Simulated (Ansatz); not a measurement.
We consider AlB2-type TiB2, described by revPBE (Ansatz, a quantum-chemistry and plane-wave program, plane waves, PAW).

Input file:

Ansatz 0.2 input:
```yaml
crystal:
  lattice:
    - [1.5425199347, -2.6717228987, 0.0]
    - [1.5425199347, 2.6717228987, 0.0]
    - [0.0, 0.0, 3.2839001756]
  atoms:
    - { symbol: Ti, position: [0.0, 0.0, 0.0] }
    - { symbol: B, position: [0.3333333333, 0.6666666667, 0.5] }
    - { symbol: B, position: [0.6666666667, 0.3333333333, 0.5] }
basis:
  ecutwfc: 520
  ecutrho_ratio: 4
  xc_grid: 2
kpoints:
  mp_grid: { grid: [24, 24, 18] }
hamiltonian:
  xc: revpbe
  dispersion: none
  pseudopotentials: { kind: paw }
scf:
  occupations: { method: fermi_dirac, width: 0.05 }
output:
  forces: true
  stress: true
  eigenvalues: true
relax:
  f_tol: 0.004
  escape_saddle: false
  max_steps: 80
  cell: { stress_tol: 0.02, fix: [volume] }
```

The run printed, among other lines:

```
Relaxation: its limit of steps is 80 (relax.max_steps)
Crystal: 3 atoms, lattice volume = 27.067 Å³
Basis set: ecut = 520 eV, 721 PW (Γ), exchange–correlation on 48×48×50 points (8 copies of the dense FFT grid, shifted against one another)
Bands: 13, of which v1, the nominal top of the filled ones, is band 9 counted from 1 (8 counted from 0)
Symmetry: 24 space group operations
Space group: P6/mmm (ITA 191), of the structure as read, at distance tolerance 3.0e-5 Å
k-points: 610 of 10368
Functional: x = revpbe(κ = 1.245, μ = 0.2195149727645171), c = pbe(β = 0.06672455060314922)
SCF iter   1: F=—  HF=-2819.322300 eV  |F-HF|=—  |Δ(HF+E_count)|=         —  Δρ=3.36e-3  dr2=1.92e-3
SCF iter   2: F=—  HF=-2819.321762 eV  |F-HF|=—  |Δ(HF+E_count)|=   5.38e-4  Δρ=1.93e-3  dr2=6.48e-4
  ...
SCF 1 converged in 6 iterations: F = -2819.321611 eV  dr2 = 3.21e-10
Crystal: 3 atoms, lattice volume = 27.067 Å³
Basis set: ecut = 520 eV, 733 PW (Γ), exchange–correlation on 48×48×50 points (8 copies of the dense FFT grid, shifted against one another)
Initial density: handed on by an earlier stage of this run
SCF 2 converged in 6 iterations: F = -2819.322234 eV  dr2 = 1.12e-12
Crystal: 3 atoms, lattice volume = 27.067 Å³
SCF 3 converged in 6 iterations: F = -2819.322244 eV  dr2 = 1.53e-14
Crystal: 3 atoms, lattice volume = 27.067 Å³
SCF iter   7: F=-2819.322246 eV  HF=-2819.322246 eV  |F-HF|=9.09e-13  |Δ(HF+E_count)|=  4.55e-13  Δρ=3.33e-10  dr2=2.21e-17
SCF iter   8: F=-2819.322246 eV  HF=-2819.322246 eV  |F-HF|=4.55e-13  |Δ(HF+E_count)|=    0.00e0  Δρ=6.02e-11  dr2=1.18e-18
SCF 4 converged in 8 iterations: F = -2819.322246 eV  dr2 = 1.18e-18
SCF converged after 8 iterations
Free energy (F): -2819.322246 eV
Internal energy: -2819.318896 eV  (E = F + TS)
E sigma→0 (E₀):  -2819.320571 eV
Fermi energy:    14.446960 eV
--- Forces (eV/Å), atoms counted from 1 ---
  atom   1  Ti     0.00000000     0.00000000     0.00000000
  atom   2  B     -0.00000000    -0.00000000     0.00000000
  atom   3  B      0.00000000     0.00000000     0.00000000
--- Stress (GPa, compression-positive) ---
       -8.778139       0.000000       0.000000
        0.000000      -8.778139       0.000000
        0.000000       0.000000      -8.776508
  P = ⅓ Tr σ = -8.7776 GPa (-87.776 kbar)
```

The cell is one volume of an energy–volume scan, off the minimum.

The PAW data were made under PBE.
